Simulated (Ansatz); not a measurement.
Start from BP in the zinc blende structure (space group F-43m, No. 216; a = 4.537 Å).

Structures relaxed with DFT with r2SCAN, PAW potentials and a 500 eV plane-wave cutoff in Ansatz (an electronic-structure program), scalar-relativistic without spin-orbit coupling.

Base:

Simulated powder pattern, Cu Kα, λ = 1.54184 Å (kinematic, ideal powder, no thermal factors, no anomalous dispersion; the 10 strongest lines at most, above 2 %, up to 2θ = 90°):

| 2θ (°) | I/Imax (%) | hkl |
|---|---|---|
| 34.24 | 100 | (111) |
| 39.74 | 25 | (200) |
| 57.46 | 43 | (220) |
| 68.61 | 35 | (311) |
| 72.13 | 5.8 | (222) |
| 85.65 | 7.1 | (400) |

After one change:

Simulated powder pattern, Cu Kα, λ = 1.54184 Å (kinematic, ideal powder, no thermal factors, no anomalous dispersion; the 10 strongest lines at most, above 2 %, up to 2θ = 90°):

```
2θ (°)  I/Imax (%)
------  ----------
29.49          100
30.81          3.9
39.26          8.4
48.98           19
49.18           39
52.95          3.9
58.21           21
58.57           11
71.78          4.9
79.76          8.2
```

### Question
What was done to the base?
A) x(Al) = 0.5, 4 atoms, R3m
B) x(Al) = 0.25, 8 atoms, I-42m
C) x(Al) = 0.75, 8 atoms, I-42m
D) x(Al) = 0.75, 8 atoms, Pmm2

### Answer
C, x(Al) = 0.75, 8 atoms, I-42m. Its volume per atom is 18.05 Å³ against 11.67 Å³, and its space group is I-42m (No. 121).

These are small ordered cells, not random alloys; other orderings at the same x differ. Whether these cells are dynamically stable was not tested.
